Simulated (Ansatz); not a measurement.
A computed series for Ge: response to strain

Base system: Ge in the diamond structure (space group Fd-3m, No. 227; a = 5.6222 Å). Axes: x, y, z lie along the cube axes.

Strains are applied to the cell and any free atomic positions relax.

Calculations: LDA/PAW in Ansatz (an electronic-structure program), spin-orbit coupling left out.

Notes on the quantities. energy relative to the base: free energy F; pressure: mean of the normal stresses, compression positive.

```csv
variant,energy relative to the base,shortest interatomic distance,pressure
base,0 meV/atom,2.434 Å,0.0 GPa
tensor shear ε_xy = +2.00 %,+6.7 meV/atom,2.421 Å,0.1 GPa
tensor shear ε_xy = +1.43 %,+3.4 meV/atom,2.425 Å,0.1 GPa
tensor shear ε_xy = +0.57 %,+0.5 meV/atom,2.430 Å,0.0 GPa
tensor shear ε_xy = +0.86 %,+1.3 meV/atom,2.428 Å,0.0 GPa
tensor shear ε_xy = +0.29 %,+0.1 meV/atom,2.432 Å,0.0 GPa
tensor shear ε_xy = +1.71 %,+4.9 meV/atom,2.423 Å,0.1 GPa
tensor shear ε_xy = +1.14 %,+2.2 meV/atom,2.426 Å,0.0 GPa
```

Stability against distortions was not tested.
